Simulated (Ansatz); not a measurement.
## TiAs (P6₃/mmc, No. 194): properties by level of theory

| level (code) | equilibrium lattice constant a (Å) | c axis length (Å) | bulk modulus (GPa) |
|---|---|---|---|
| LDA (Ansatz) | 3.567 | 11.855 | 138 |
| BLYP (Ansatz) | 3.722 | 12.231 | 103 |
| PBEsol-D3(BJ) (Ansatz) | 3.545 | 11.834 | 142 |

Ansatz's density-functional and Hartree–Fock values are scalar-relativistic unless marked +SOC, with PAW data made under PBE.

The computed numbers hold no vibrational or temperature effects.

Ansatz is a program for electronic structure.
